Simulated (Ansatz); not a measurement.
System: BaScO2F (P4/mmm, No. 123, 5 atoms in the cell; start mp-1227813). Method: LDA in Ansatz (plane waves, PAW).

Run with plane-wave cutoff 520 eV, 8×8×8 k mesh, Fermi–Dirac smearing 0.01 eV, scalar-relativistic PAW data made under PBE.

Cell (relaxed at this level):

BaScFO2 is modelled in the tetragonal space group P4/mmm (No. 123), Pearson symbol tP5. Conventional cell: a = b = 4.0985 Å, c = 4.0776 Å, α = β = γ = 90.00°. Ba on 1d is coordinated by 8 O at 2.891 Å and 4 F at 2.898 Å (cuboctahedral). Sc on 1a sees 2 F at 2.039 Å and 4 O at 2.049 Å (octahedral). O on 2f is coordinated by 2 Sc at 2.049 Å and 4 Ba at 2.891 Å (octahedral). F on 1b has 2 Sc at 2.039 Å and 4 Ba at 2.898 Å (octahedral). (Neighbours: up to the widest gap in distance over summed covalent radii, below 1.35, at either atom; cation-cation and far metal-metal contacts left out.)

### Question
Give the computed band gap and bulk modulus B0.

### Answer

band gap: 3.13 eV (on the SCF k mesh)
bulk modulus B0: 141 GPa

Note: the relaxation could not lower the start's symmetry, so the cell can be a saddle point above a distorted one; the bulk modulus is −V dP/dV from two relaxed cells at ±2 % in volume.

Spin–orbit coupling is not included.

Static lattice: no zero-point or thermal effects.

A start named mp-… is a Materials Project structure, which need not be a measured phase.

Ansatz is an electronic-structure program.
